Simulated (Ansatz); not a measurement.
Base system: MgSe in the rock salt structure (space group Fm-3m, No. 225; a = 5.450 Å).

Computed with DFT with PBEsol, PAW potentials and a 420 eV plane-wave cutoff in Ansatz (a program for electronic structure), no SOC.

Before the change:

The valley order is X along ⟨100⟩ 1.78 eV; Γ 2.50 eV.

Perturbation: electron doping at 7.0×10^21 cm⁻³ (0.283 per cell), with a uniform compensating background at fixed cell and a 300 K Fermi–Dirac width.

Q: Predict the new Fermi level from band edge.

A: The Fermi level relative to the doped band's edge (positive inside the band; to 0.05 eV) comes out as +1.45 eV.

Q: What does the calculation give for the valley order after the change?

A: The valley order (the lowest conduction-band minima on the path, energy above the VBM, named in the base's zone) goes from X along ⟨100⟩ 1.78 eV; Γ 2.50 eV to X along ⟨100⟩ 1.78 eV; Γ 2.48 eV.

Carriers are added with a uniform compensating background; total energy and stress of such cells depend on the potential's zero and are not compared; many-body gap narrowing is missing at this level. The levels and masses belong to the bands next to the band gap. No phonon test of stability was made.
